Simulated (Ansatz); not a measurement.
Consider Os in the hcp (Mg type) structure (space group P6_3/mmc, No. 194; a = 2.7380 Å, c = 4.3184 Å; relaxed with 0.1 eV smearing). Axes: x lies along a and z along c of the hexagonal cell.

All numbers come from Ansatz (a program for electronic structure), r2SCAN, PAW, cutoff 500 eV, without spin-orbit coupling.

Before the change:

- Volume per atom: 14.02 Å³

One thing is altered: uniaxial stress, 2 GPa tension along z, with the cell and atoms free to relax against it.

Problem. What happens to the energy relative to the base, secant Young's modulus along z and volume per atom?

Solution. The energy stays essentially unchanged; the secant Young's modulus along z amounts to 760 GPa; the volume per atom hardly moves (14.02 Å³ against 14.04 Å³).

Load acts through the strain it causes; cell and atoms are relaxed under it. Beyond what the load breaks, stability against distortions was not tested. All final runs are without spin polarisation.
